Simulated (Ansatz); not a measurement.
Data:

End structure of the (111) surface of bcc Mo in its 1x1 cell, outermost plane spacing 0.91 Å in the ideal cut:

```xyz
12
Lattice="4.4701 0.0000 0.0000 -2.2350 3.8712 0.0000 0.0000 0.0000 26.5000" Properties=species:S:1:pos:R:3 pbc="T T T"
Mo     0.0000     2.5808     8.5002
Mo     2.2350     1.2904     9.2309
Mo     0.0000     0.0000     9.9476
Mo     0.0000     2.5808    10.9595
Mo     2.2350     1.2904    11.8439
Mo     0.0000     0.0000    12.7836
Mo     0.0000     2.5808    13.7164
Mo     2.2350     1.2904    14.6561
Mo     0.0000     0.0000    15.5405
Mo     0.0000     2.5808    16.5524
Mo     2.2350     1.2904    17.2691
Mo     0.0000     0.0000    17.9998
```

Set-up: 12 atoms, 10.0 Å thick at the start (thin: gaps and levels are the slab's own); mesh 10x10x1; 0.1 eV smearing; dipole correction on; all atoms relaxed; symmetry of the start imposed; no spin, no spin-orbit, no U.

**Question.** What is the computed surface energy (mean of both faces) (PBE run with Ansatz, an electronic-structure program)?

**Answer.** 2.98 J/m^2

**Question.** Estimate the work function of the top face that PBE returns for this input.

**Answer.** 3.95 eV
